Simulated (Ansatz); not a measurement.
Take ZnCu₂SnS₄ (space group I-4, No. 82) as the base.

```
CELL_PARAMETERS angstrom
     -2.73424     2.73424     5.46757
      2.73424    -2.73424     5.46757
      2.73424     2.73424    -5.46757
ATOMIC_POSITIONS crystal
  Cu 0.00000 0.00000 0.00000
  Cu 0.75000 0.25000 0.50000
  Zn 0.25000 0.75000 0.50000
  Sn 0.50000 0.50000 0.00000
  S  0.63691 0.62896 0.52468
  S  0.10428 0.11223 0.47532
  S  0.37104 0.89572 0.00795
  S  0.88777 0.36309 0.99205
```

Cartesian axes are those of the cell as printed.

Calculations: Kohn–Sham DFT with the PBE functional, run in Ansatz (a first-principles code) with PAW and 420 eV plane waves, no SOC, earlier PAW set.

For the base:

The pressure comes out as 0.0 GPa. The shortest interatomic distance is 2.317 Å.

The change: the cell is stretched by 5.63 % along z with no lateral relaxation, atoms relaxed at fixed cell.

Task: What happens to the energy relative to the base, pressure, largest internal atomic displacement and shortest interatomic distance?

Result: The energy grows by 18 meV/atom; the pressure (mean of the normal stresses, compression positive) goes from zero to -3.3 GPa; the largest internal atomic displacement is 0.011 Å; the shortest interatomic distance grows by 0.047 Å, from 2.317 Å to 2.364 Å.

The mesh was chosen for an insulator and is coarse for the gapless case. The cells carry an imposed strain or load. Whether these cells are dynamically stable was not tested. The final runs are not spin-polarised. Gaps under 0.05 eV, about the width of the smearing, are given as zero.
